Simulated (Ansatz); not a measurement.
## Effect of biaxial strain +0.88 %, plane normal [001], relaxed out of plane on ZnCu2SnS4

The reference is ZnCu2SnS4 (space group I-4, No. 82; a = 5.414 Å, c = 10.823 Å). Axes: x, y, z lie along a, b, c of the conventional cell.

Perturbation: tensile biaxial strain of 0.88 % in the plane normal to [001], as in epitaxy on a mismatched substrate; the out-of-plane cell vector and the atoms relax.

The values are results of r2SCAN/PAW in Ansatz (a program for electronic structure), no spin-orbit coupling, earlier PAW set, not measurements. Settings: 9×9×9 k-points, 0.05 eV Fermi–Dirac smearing.

| quantity | base | changed | shift |
|---|---|---|---|
| volume per atom | 19.83 Å³ | 19.96 Å³ | +0.13 Å³ |
| space group | I-4 (No. 82) | I-4 (No. 82) | – |
| shortest interatomic distance | 2.299 Å | 2.306 Å | +0.0062 Å |
| energy relative to the base (free energy F) | 0 meV/atom | +0.8 meV/atom | +0.8 meV/atom |
| pressure (mean of the normal stresses, compression positive) | 0.00 GPa | -0.50 GPa | -0.50 GPa |
| band gap | 0.47 eV | 0.43 eV | -0.04 eV |
| gap character | direct at Γ | direct at Γ | – |
| width of the top valence band | 0.88 eV | 0.91 eV | +0.03 eV |
| electron mass | 0.11 mₑ (at Γ) | 0.10 mₑ out of plane, 0.11 mₑ in plane (at Γ) | – |
| valence-band top at Γ (three highest levels, from the VBM) | 0.00, -0.07, -0.07 eV | 0.00, -0.11, -0.11 eV | – |
| out-of-plane strain | – | -1.09 % | – |
| ratio −ε⊥/ε∥ | – | 1.24 | – |
| mean in-plane stress (compression positive) | – | -0.7 GPa | – |

Cost of the whole job for the changed cell (relaxation, final SCF and bands): roughly 13 core-minutes.

Masses are band curvatures over ±0.01 Å⁻¹ around the edge. No phonon test of stability was made. All final runs are without spin polarisation.
